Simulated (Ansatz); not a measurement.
Consider Sn in the diamond structure (space group Fd-3m, No. 227; a = 6.5402 Å; relaxed with 0.1 eV smearing). Axes: x, y, z lie along the cube axes.

All numbers come from Kohn–Sham DFT with the PBEsol functional, run in Ansatz (a quantum-chemistry and plane-wave program) with PAW and 420 eV plane waves, no spin-orbit coupling.

The change: biaxial strain +2.08 %, plane normal [111], relaxed out of plane (Cartesian); in-plane vectors clamped, the third vector and the atoms free.

Task: Estimate the effect on the energy relative to the base, in-plane stress and ratio −ε⊥/ε∥.

Result: The energy increases by 7.7 meV/atom; the mean in-plane stress (compression positive) is -1.6 GPa; the ratio −ε⊥/ε∥ is 0.59.

Stability against distortions was not tested.
